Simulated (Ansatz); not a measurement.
## Defect calculation: S vacancy (V_S) in rock-salt PbS

All values below come from PBE, PAW (plane waves to 420 eV; Ansatz, a first-principles code). A supercell of 64 sites (2×2×2 repeats of a cell of 8 atoms) was used; the energies come from a 2×2×2 shifted sampling of its zone. Site at the start: the S site. These values are not converged in cell size to better than tenths of an eV.  Spin–orbit coupling is left out, which matters for these heavy elements. Each state is the lowest found from its start.

Formation energies E_f are those of the neutral cell. Chemical conditions: Pb-rich (Δμ(S) = -1.11 eV; only phases computed here count, gases as isolated molecules at 0 K); S-rich (Δμ(S) = 0.00 eV; only phases computed here count, gases as isolated molecules at 0 K). Reference phases: S: S8 molecule in a box.

| charge | moment (μB) | point group | largest move off a lattice site (Å) | E_f, Pb-rich (eV) | E_f, S-rich (eV) |
|---|---|---|---|---|---|
| +2 | not spin-polarised | Oh | 0.21 | – | – |
| +1 | 1.0 | Oh | 0.08 | – | – |
| 0 | not spin-polarised | near Oh | 0.09 | 0.86 | 1.97 |
| −1† | quenched | – | 0.17 | – | – |

† Not settled in this cell, so no level is given: charge −1: a level filled in part.

Point groups are those of the whole cell at tolerances of 0.03 and 0.1 Å ("near" where only the looser one holds); none is given for unsettled states.

Starting moments that weren't kept: charge −1 began with 1 μB and ended with 0.0.

All states together cost around 5 core-hours (rough).
